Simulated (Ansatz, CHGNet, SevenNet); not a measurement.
## Elastic constant C44 of C11b MoSi₂: levels of theory against measurement

Reference value: 204 GPa (measured, temperature not stated, no zero-point or thermal correction; as tabulated in Friák et al. (2018), doi:10.3390/nano8121057).

| level (code) | value (GPa) | cell (Å³/atom) |
|---|---|---|
| CHGNet 0.3.0 | 40.8 | 13.59 |
| SevenNet-l3i5 | 107 | 13.61 |
| LDA (Ansatz) | … | 13.06 |
| PBE (Ansatz) | 194 | 13.58 |
| PBEsol (Ansatz) | 206 | 13.27 |

Q: Complete the blanks.

A: 
- LDA (Ansatz, a program for electronic structure), value (GPa): 210

Differences against the reference: CHGNet 0.3.0 -80 %, SevenNet-l3i5 -48 %, LDA +2.9 %, PBE -4.9 %, PBEsol +1.0 %.

The reference's temperature isn't stated, so close values are not ranked against it. Off by more than 25 %, or 35 % on the side where a correction would as a rule narrow the miss (bounds picked here): CHGNet 0.3.0 (-80 %), SevenNet-l3i5 (-48 %).

The measured value isn't corrected to a static lattice, so vibrations enter the comparison. A static lattice is as a rule stiffer than a warm one, by over a tenth in soft solids.  Each level is taken at its own relaxed cell. Ansatz's density-functional and Hartree–Fock values are scalar-relativistic unless marked +SOC, with PAW data made under PBE.

Machine-learned potentials (CHGNet 0.3.0, SevenNet-l3i5) are trained on DFT data: a solid inside that data is no test of them.

Differences are worked out from the printed values.
